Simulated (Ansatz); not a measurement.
Start from ZnS in the wurtzite structure (space group P6_3mc, No. 186; a = 3.845 Å, c = 6.305 Å).

It is then changed as follows: the cell is scaled by 0.9700 in all directions; the atoms relax in the strained cell.

Level of theory: PBE, PAW, 420 eV (Ansatz, a program for electronic structure; no spin-orbit coupling).

Base, band edges from the VBM (valence, conduction): K -2.00, 4.35; H -1.29, 4.45; M -0.85, 3.68; L -1.54, 3.54; A -0.45, 3.47; Γ 0.00, 2.08 eV.

**Question.** Give the band edges at the high-symmetry points of the new zone, measured from its valence-band maximum.

**Answer.** 
```
point  valence edge (eV)  conduction edge (eV)
-----  -----------------  --------------------
Γ                   0.00                  2.49
M                  -0.98                  3.59
K                  -2.30                  4.05
A                  -0.52                  3.73
L                  -1.79                  3.54
H                  -1.50                  4.56
```

The gap is 2.49 eV, direct at Γ.

Stability against distortions was not tested.
